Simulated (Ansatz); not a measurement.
Levels about the gap of amorphous hafnia (Hf$_{18}$O$_{35}$) (53 atoms in a cell of 686 Å³, 9.13 g/cm³; zone centre alone, so wide bands show as single levels with stretches between that a denser mesh fills), at the geometry that PBE relaxed, where it gives -5.1 GPa on a denser mesh. The participation number counts the atoms over which a state spreads; weights are charges in smoothed Voronoi cells. The levels come from a single point, so bond lengths are those of that geometry. Method of the levels: PBE, scalar-relativistic without spin-orbit coupling (Ansatz, an electronic-structure program). Sampling: the zone centre alone; Fermi-Dirac width 0.02 eV; no spin polarisation. The usual formal charges leave 2 electrons over, so the level spacing at the Fermi energy parts defect or band states and needn't be the band gap.

Preparation: random packing, a CHGNet melt and quench, and a DFT relaxation. O atoms were pushed apart under 1.9 Å during the dynamics, to hinder bonds among them. The hot cell started wider than the set density and was brought back towards it in steps. It is the lowest in DFT energy of 2 quenches. It is a model cell: composition and starting density were chosen by hand, and all elements were melted together. No dispersion term was used. Its density started from a set value of 9.13 and ended at 9.13 g/cm³. The simulated quench (nominally 450 K/ps over its main leg) is rapid and tends to freeze in more defects than a deposited or slowly cooled glass has. A cell of this size samples the disorder only roughly. The volume was held where the preparation left it, at a PBE pressure of -5.1 GPa (tension). Stress components on the final sampling reach 7.7 GPa. On a 2×2×2 Γ-centred mesh force components of up to 0.23 eV/Å stay, since the relaxation ran on the zone centre alone. Cycles of charging lowered its energy after that relaxation.

```json
[
 {"E - E(highest filled), eV": "-3.45", "filling": "filled", "participation number": "24.9", "largest on": "O, 2 neighbours", "weight O": "0.94", "weight Hf": "0.06"},
 {"E - E(highest filled), eV": "-3.38", "filling": "filled", "participation number": "13.4", "largest on": "O, 2 neighbours", "weight O": "0.93", "weight Hf": "0.07"},
 {"E - E(highest filled), eV": "-3.36", "filling": "filled", "participation number": "16.2", "largest on": "O, 3 neighbours", "weight O": "0.95", "weight Hf": "0.05"},
 {"E - E(highest filled), eV": "-3.27", "filling": "filled", "participation number": "18.7", "largest on": "O, 3 neighbours", "weight O": "0.94", "weight Hf": "0.06"},
 {"E - E(highest filled), eV": "-3.26", "filling": "filled", "participation number": "14.4", "largest on": "O, 3 neighbours", "weight O": "0.94", "weight Hf": "0.06"},
 {"E - E(highest filled), eV": "-3.17", "filling": "filled", "participation number": "6.2", "largest on": "O, 2 neighbours", "weight O": "0.95", "weight Hf": "0.05"},
 {"E - E(highest filled), eV": "0.00", "filling": "filled", "participation number": "8.7", "largest on": "Hf, 6 neighbours", "weight O": "0.34", "weight Hf": "0.66"},
 {"E - E(highest filled), eV": "0.91", "filling": "empty", "participation number": "19.1", "largest on": "Hf, 7 neighbours", "weight O": "0.40", "weight Hf": "0.60"},
 {"E - E(highest filled), eV": "1.01", "filling": "empty", "participation number": "25.3", "largest on": "Hf, 6 neighbours", "weight O": "0.44", "weight Hf": "0.56"},
 {"E - E(highest filled), eV": "1.13", "filling": "empty", "participation number": "25.3", "largest on": "Hf, 7 neighbours", "weight O": "0.38", "weight Hf": "0.62"},
 {"E - E(highest filled), eV": "1.25", "filling": "empty", "participation number": "23.6", "largest on": "Hf, 6 neighbours", "weight O": "0.36", "weight Hf": "0.64"},
 {"E - E(highest filled), eV": "1.29", "filling": "empty", "participation number": "26.6", "largest on": "Hf, 7 neighbours", "weight O": "0.37", "weight Hf": "0.63"},
 {"E - E(highest filled), eV": "1.37", "filling": "empty", "participation number": "22.2", "largest on": "Hf, 7 neighbours", "weight O": "0.36", "weight Hf": "0.64"},
 {"E - E(highest filled), eV": "1.45", "filling": "empty", "participation number": "23.6", "largest on": "Hf, 6 neighbours", "weight O": "0.37", "weight Hf": "0.63"}
]
```

Most localised among these is the filled level at -3.17 eV, on a O atom, which has 2 neighbours (Hf 1.95 Å, Hf 2.05 Å).
